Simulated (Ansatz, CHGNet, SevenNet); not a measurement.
# Rock-salt ZrN, elastic constant C12

Reference value: 88 GPa (measured, temperature not stated, not corrected to a static lattice; as tabulated in Wu et al. (2005), arXiv:cond-mat/0412374).

Problem. What do CHGNet 0.3.0, SevenNet-0, SevenNet-l3i5, LDA, PBE, PBEsol, HSE06 give, and how far is each from the reference?

Solution. 
```json
[
 {"level (code)": "CHGNet 0.3.0 (CHGNet)", "value (GPa)": "166", "cell (Å³/atom)": "12.28", "difference (%)": "+89"},
 {"level (code)": "SevenNet-0 (SevenNet)", "value (GPa)": "159", "cell (Å³/atom)": "12.29", "difference (%)": "+81"},
 {"level (code)": "SevenNet-l3i5 (SevenNet)", "value (GPa)": "127", "cell (Å³/atom)": "12.28", "difference (%)": "+44"},
 {"level (code)": "LDA (Ansatz)", "value (GPa)": "116", "cell (Å³/atom)": "11.58", "difference (%)": "+32"},
 {"level (code)": "PBE (Ansatz)", "value (GPa)": "110", "cell (Å³/atom)": "12.13", "difference (%)": "+25"},
 {"level (code)": "PBEsol (Ansatz)", "value (GPa)": "112", "cell (Å³/atom)": "11.79", "difference (%)": "+27"},
 {"level (code)": "HSE06 (Ansatz)", "value (GPa)": "117", "cell (Å³/atom)": "11.86", "difference (%)": "+33"}
]
```

Of these levels PBE (+25 %) comes nearest. CHGNet 0.3.0 (+89 %) misses by most. All 7 levels lie above the reference.

The reference has no zero-point or thermal correction, while the calculations are for a static lattice, so the differences are not the levels' errors alone.  HSE06: hybrids on metals are sensitive to the k mesh. Each level is taken at its own relaxed cell. K meshes differ between the levels. Ansatz's density-functional and Hartree–Fock values are scalar-relativistic unless marked +SOC, with PAW data made under PBE.

Machine-learned potentials (CHGNet 0.3.0, SevenNet-0, SevenNet-l3i5) are trained on DFT data, which may include these solids.

Differences are worked out from the printed values.

Ansatz is an electronic-structure program.
